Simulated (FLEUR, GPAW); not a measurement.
A FLEUR input for a self-consistent single point of ZrN (P6_3/mmc, 4 atoms in the cell) (DFT, LDA (Perdew-Zunger), all-electron FLAPW (FLEUR), scalar-relativistic valence):

Input of the input generator:

```
ZrN crystal
&input film=f /
1.0000000000 0.0000000123 0.0000000000
-0.5000000106 0.8660253976 0.0000000000
0.0000000000 0.0000000000 1.7749633318
6.0785494229
1.0 1.0 1.0

4
40 0.0000000000 0.0000000000 0.0000000000
40 0.0000000000 0.0000000000 0.5000000000
7 0.6666666667 0.3333333333 0.7500000000
7 0.3333333333 0.6666666667 0.2500000000

&comp jspins=1 /
&exco xctyp='pz' /
&kpt div1=10 div2=10 div3=5 gamma=t /
&end /
```

```xml
<?xml version="1.0" encoding="UTF-8" standalone="no"?>
<fleurInput fleurInputVersion="0.39">
   <comment>
      ZrN crystal                                                                                         
   </comment>
   <calculationSetup>
      <cutoffs Kmax="4.0" Gmax="16.0" GmaxXC="16.0" numbands="0"/>
      <scfLoop itmax="80" minDistance="0.00001" maxIterBroyd="15" imix="Anderson" alpha="0.05" precondParam="0.0" spinf="2.0"/>
      <coreElectrons ctail="T" frcor="F" kcrel="0" coretail_lmax="0"/>
      <xcFunctional name="pz" relativisticCorrections="F"/>
      <magnetism jspins="1"/>
      <soc l_soc="F" theta="0.0" phi="0.0" spav="F"/>
      <expertModes spex="0" secvar="F"/>
      <geometryOptimization l_f="T" forcealpha="1.0" forcemix="BFGS" epsdisp="0.00001" epsforce="0.00001"/>
      <ldaU l_linMix="F" mixParam="0.05" spinf="1.0"/>
   </calculationSetup>
   <cell>
      <bzIntegration valenceElectrons="34.0" mode="hist" fermiSmearingEnergy="0.00367493">
         <kPointListSelection listName="default-1"/>
         <!-- k-points included here -->
         <xi:include xmlns:xi="http://www.w3.org/2001/XInclude" href="kpts.xml"> </xi:include>
      </bzIntegration>
      <!-- symmetry operations included here -->
      <xi:include xmlns:xi="http://www.w3.org/2001/XInclude" href="sym.xml"> </xi:include>
      <bulkLattice scale="1.0">
         <bravaisMatrix>
            <row-1>    6.0785494229000001     0.0000000747661579     0.0000000000000000</row-1>
            <row-2>   -3.0392747758826237     5.2641781807982229     0.0000000000000000</row-2>
            <row-3>    0.0000000000000000     0.0000000000000000    10.7892023361815514</row-3>
         </bravaisMatrix>
      </bulkLattice>
   </cell>
   <atomSpecies>
      <species name="Zirconium (Zr)" element="Zr" atomicNumber="40">
         <mtSphere radius="2.47" gridPoints="869" logIncrement="0.015"/>
         <atomicCutoffs lmax="10" lnonsphr="8"/>
         <electronConfig flipSpins="F">
            <coreConfig>(1s1/2) (2s1/2) (2p1/2) (2p3/2) (3s1/2) (3p1/2) (3p3/2) (3d3/2) (3d5/2)</coreConfig>
            <valenceConfig>(4s1/2) (4p1/2) (4p3/2) (5s1/2) (4d3/2) (4d5/2)</valenceConfig>
            <stateOccupation state="(4d3/2)" spinUp="0.4" spinDown="0.4"/>
            <stateOccupation state="(4d5/2)" spinUp="0.6" spinDown="0.6"/>
         </electronConfig>
         <energyParameters s="5" p="5" d="4" f="4"/>
         <lo type="SCLO" l="0" n="4" eDeriv="0"/>
         <lo type="SCLO" l="1" n="4" eDeriv="0"/>
      </species>
      <species name="Nitrogen (N)" element="N" atomicNumber="7">
         <mtSphere radius="1.46" gridPoints="517" logIncrement="0.02"/>
         <atomicCutoffs lmax="6" lnonsphr="4"/>
         <electronConfig flipSpins="F">
            <coreConfig>(1s1/2)</coreConfig>
            <valenceConfig>(2s1/2) (2p1/2) (2p3/2)</valenceConfig>
            <stateOccupation state="(2p1/2)" spinUp="0.5" spinDown="0.5"/>
            <stateOccupation state="(2p3/2)" spinUp="1.0" spinDown="1.0"/>
         </electronConfig>
         <energyParameters s="2" p="2" d="3" f="4"/>
      </species>
   </atomSpecies>
   <atomGroups>
      <atomGroup species="Zirconium (Zr)">
         <relPos label="                   1">.0000000000 .0000000000 .0000000000</relPos>
         <relPos label="                   2">.0000000000 .0000000000 1.000/2.000</relPos>
         <force calculate="T" relaxXYZ="TTT"/>
      </atomGroup>
      <atomGroup species="Nitrogen (N)">
         <relPos label="                   3">-1.000/3.000 1.000/3.000 -1.000/4.000</relPos>
         <relPos label="                   4">1.000/3.000 -1.000/3.000 1.000/4.000</relPos>
         <force calculate="T" relaxXYZ="TTT"/>
      </atomGroup>
   </atomGroups>
   <output dos="F" band="F" slice="F">
      <checks vchk="F" cdinf="F"/>
      <bandDOS minEnergy="-.5*Htr" maxEnergy="0.5*Htr" sigma="0.015" storeEVData="T"/>
      <vacuumDOS vacdos="F" integ="F" star="F" nstars="0" locx1="0.0" locy1="0.0" locx2="0.0" locy2="0.0" nstm="0" tworkf="0.0"/>
      <unfoldingBand unfoldBand="F" supercellX="1" supercellY="1" supercellZ="1"/>
      <plotting iplot="0" polar="F">
         <plot TwoD="T" vec1="  1.0  0.0  0.0" vec2="  0.0  1.0  0.0" vec3="  0.0  0.0  1.0" zero="  0.0  0.0  0.0" file="plot"/>
      </plotting>
      <chargeDensitySlicing numkpt="0" minEigenval="0.0" maxEigenval="0.0" nnne="0" pallst="F"/>
      <specialOutput eonly="F"/>
      <magneticCircularDichroism mcd="F" energyLo="-10.0" energyUp="0.0"/>
   </output>
  <!-- We include the file relax.xml here to enable relaxations (see documentation) -->
  <xi:include xmlns:xi="http://www.w3.org/2001/XInclude" href="relax.xml"> <xi:fallback/> </xi:include>
</fleurInput>
```

### Question
Give the GPAW input for the same structure, mesh, smearing and functional.

### Answer
One input that does it (others would too):

```python
from ase import Atoms
from ase.units import GPa
from gpaw import GPAW

atoms = Atoms(['Zr', 'Zr', 'N', 'N'],
              cell=[[3.216630, 0.000000, 0.000000],
                    [-1.608315, 2.785683, 0.000000],
                    [0.000000, 0.000000, 5.709400]],
              positions=[[0.000000, 0.000000, 0.000000],
                         [0.000000, 0.000000, 2.854700],
                         [1.608317, 0.928560, 4.282050],
                         [-0.000002, 1.857123, 1.427350]],
              pbc=True)

calc = GPAW(mode={'name': 'pw', 'ecut': 950},
            xc='LDA',
            kpts={'size': (10, 10, 5), 'gamma': True},
            occupations={'name': 'fermi-dirac', 'width': 0.1},
            nbands=-8,
            convergence={'density': 1e-05, 'energy': 1e-05},
            symmetry={'symmorphic': False, 'tolerance': 0.0005},
            maxiter=150,
            txt='-')

atoms.calc = calc

energy = atoms.get_potential_energy()
print('Energy (eV):', round(energy, 6))
forces = atoms.get_forces()
print('Forces (eV/Ang):')
print(forces.round(5))
stress = atoms.get_stress()
print('Stress (GPa, Voigt):', (stress / GPa).round(4))
```

Basis, cutoffs, solver keys and any potentials are the target program's own. This input uses DFT LDA (Perdew-Wang 92), plane waves, GPAW PAW datasets LDA (gpaw-data 1.0.1). LDA parametrisations can differ slightly between programs.

The starting cell comes from a database of computed structures (which also holds hypothetical and non-ambient phases and stackings), without a prior relaxation at this level.
